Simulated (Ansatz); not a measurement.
An Ansatz (a program for electronic structure) run: MoS2 with a change (uniaxial strain ε_xx = +2.40 %); PBEsol-D3(BJ)/PAW in Ansatz, without spin-orbit coupling.

Input:

Ansatz 0.2 input:
```yaml
crystal:
  lattice:
    - [3.1836109957, 0, 0]
    - [-1.5918054979, 2.6924687481, 0]
    - [0, 0, 11.7089834505]
  atoms:
    - { symbol: Mo, position: [0.6666666667, 0.3333333333, 0.25] }
    - { symbol: Mo, position: [0.3333333333, 0.6666666667, 0.75] }
    - { symbol: S, position: [0.6666666667, 0.3333333333, 0.8835074221] }
    - { symbol: S, position: [0.3333333333, 0.6666666667, 0.3835074221] }
    - { symbol: S, position: [0.3333333333, 0.6666666667, 0.1164925779] }
    - { symbol: S, position: [0.6666666667, 0.3333333333, 0.6164925779] }
basis: { ecutwfc: 420, ecutrho_ratio: 4, xc_grid: 2, fft_grid_basis: typed }
kpoints: { mp_grid: { grid: [12, 12, 3] } }
hamiltonian:
  xc: pbesol
  dispersion: d3bj
  pseudopotentials: { kind: paw }
scf: { occupations: { method: fermi_dirac, width: 0.05 }, convergence: { dr2_threshold: 0.0000000006 } }
relax: { f_tol: 0.005, max_steps: 50 }
output: { forces: true, stress: true }
checkpoint: { write: state.ck, write_every: 1000 }
```

Output (explanatory and most iteration lines left out):

```
Relaxation: its limit of steps is 50 (relax.max_steps)
Pseudopotential: Mo, paw, valence charge 14
Pseudopotential: S, paw, valence charge 6
Crystal: 6 atoms, lattice volume = 100.367 Å³
Basis set: ecut = 420 eV, 1955 PW (Γ), exchange–correlation on 48×48×160 points (8 copies of the dense FFT grid, shifted against one another)
Bands: 32, of which v1, the nominal top of the filled ones, is band 26 counted from 1 (25 counted from 0)
Symmetry: 8 space group operations
Space group: Cmcm (ITA 63), of the structure as read, at distance tolerance 4.6e-5 Å
k-points: 86 of 432
Functional: x = pbesol(κ = 0.804, μ = 0.12345679012345678), c = pbesol(β = 0.046)
SCF iter   1: F=—  HF=-13342.603084 eV  |F-HF|=—  |Δ(HF+E_count)|=         —  Δρ=6.63e-3  dr2=2.20e-2  ethr=1.77e-3  ⟨swp⟩=6.6  Hψ=11956  notcnv=0
SCF iter   2: F=—  HF=-13342.606793 eV  |F-HF|=—  |Δ(HF+E_count)|=   3.71e-3  Δρ=3.77e-3  dr2=7.37e-3  ethr=4.23e-5  ⟨swp⟩=2.4  Hψ=5035  notcnv=0
SCF 1 converged in 8 iterations: F = -13342.608607 eV  dr2 = 1.42e-10
relax step   1: F+E_penalty+E_count = -13342.60860673 eV  Δ(F+E_penalty+E_count) = +0.000e0 eV  max|allowed force component| = 2.478e-1 eV/Å  Δτ_max = 0.0000 Å  (8 SCF iters, accepted)
Crystal: 6 atoms, lattice volume = 100.367 Å³
SCF iter   1: F=—  HF=-13342.615718 eV  |F-HF|=—  |Δ(HF+E_count)|=         —  Δρ=2.07e-3  dr2=2.93e-3  ethr=5.23e-6  ⟨swp⟩=2.3  Hψ=9508  notcnv=0  defer=5
SCF iter   2: F=—  HF=-13342.615136 eV  |F-HF|=—  |Δ(HF+E_count)|=   5.81e-4  Δρ=1.14e-3  dr2=8.69e-4  ethr=5.23e-6  ⟨swp⟩=1.1  Hψ=2878  notcnv=0  defer=5
SCF 2 converged in 7 iterations: F = -13342.614804 eV  dr2 = 1.53e-10
relax step   2: F+E_penalty+E_count = -13342.61480365 eV  Δ(F+E_penalty+E_count) = -6.197e-3 eV  max|allowed force component| = 1.178e-1 eV/Å  Δτ_max = 0.0262 Å  (7 SCF iters, accepted)
Crystal: 6 atoms, lattice volume = 100.367 Å³
SCF iter   1: F=—  HF=-13342.616589 eV  |F-HF|=—  |Δ(HF+E_count)|=         —  Δρ=1.58e-3  dr2=1.38e-3  ethr=2.42e-5  ⟨swp⟩=3.8  Hψ=8419  notcnv=0  defer=5
SCF iter   2: F=—  HF=-13342.616354 eV  |F-HF|=—  |Δ(HF+E_count)|=   2.35e-4  Δρ=9.00e-4  dr2=4.41e-4  ethr=2.65e-6  ⟨swp⟩=1.0  Hψ=3440  notcnv=0  defer=5
SCF 3 converged in 7 iterations: F = -13342.616184 eV  dr2 = 3.04e-11
relax step   3: F+E_penalty+E_count = -13342.61618364 eV  Δ(F+E_penalty+E_count) = -1.380e-3 eV  max|allowed force component| = 5.665e-3 eV/Å  Δτ_max = 0.0152 Å  (7 SCF iters, accepted)
Crystal: 6 atoms, lattice volume = 100.367 Å³
SCF iter   1: F=—  HF=-13342.616323 eV  |F-HF|=—  |Δ(HF+E_count)|=         —  Δρ=4.87e-4  dr2=1.27e-4  ethr=2.43e-6  ⟨swp⟩=3.1  Hψ=8188  notcnv=0  defer=7
SCF iter   2: F=—  HF=-13342.616305 eV  |F-HF|=—  |Δ(HF+E_count)|=   1.83e-5  Δρ=2.79e-4  dr2=4.10e-5  ethr=2.45e-7  ⟨swp⟩=1.0  Hψ=3440  notcnv=0  defer=7
SCF 4 converged in 6 iterations: F = -13342.616220 eV  dr2 = 1.11e-11
relax step   4: F+E_penalty+E_count = -13342.61622035 eV  Δ(F+E_penalty+E_count) = -3.671e-5 eV  max|allowed force component| = 8.626e-4 eV/Å  Δτ_max = 0.0045 Å  (6 SCF iters, accepted)
SCF converged after 6 iterations
Free energy (F): -13342.616220 eV
Internal energy: -13342.616181 eV  (E = F + TS)
E sigma→0 (E₀):  -13342.616201 eV
Entropy (-TS):   -0.000039 eV (-0.007 meV/atom)
Fermi energy:    12.385051 eV
  E_disp       = -2.356670  (pairwise vdW)
--- Forces (eV/Å), atoms counted from 1 ---
  atom   1  Mo    -0.00000000     0.00043471     0.00000000
  atom   2  Mo     0.00000000    -0.00043471     0.00000000
  atom   3  S     -0.00000000     0.00086259    -0.00016708
  atom   4  S      0.00000000    -0.00086259    -0.00016708
  atom   5  S      0.00000000    -0.00086259     0.00016708
  atom   6  S     -0.00000000     0.00086259     0.00016708
--- Stress (GPa, compression-positive) ---
       -5.580202      -0.000000       0.000000
       -0.000000      -1.427245       0.000000
        0.000000       0.000000      -0.384615
  P = ⅓ Tr σ = -2.4640 GPa (-24.640 kbar)
--- Relaxed structure (4 steps of the walk, 4 accepted, 0 SCFs on fresh bases) ---
  atoms:
    - { symbol: Mo, position: [0.6664861304493069, 0.3329722608986141, 0.24999999999999997] }
    - { symbol: Mo, position: [0.3335138695506929, 0.667027739101386, 0.7499999999999999] }
    - { symbol: S, position: [0.6683897468467623, 0.336779493693525, 0.8824496743483158] }
    - { symbol: S, position: [0.3316102531532374, 0.6632205063064751, 0.382449674348316] }
    - { symbol: S, position: [0.3316102531532374, 0.6632205063064751, 0.11755032565168394] }
    - { symbol: S, position: [0.6683897468467623, 0.336779493693525, 0.6175503256516839] }
```

Stability against distortions was not tested. The cell was made from MoS₂ (space group P6_3/mmc, No. 194; layered, stacked along the Cartesian z axis) by this change: uniaxial strain ε_xx = +2.40 %.
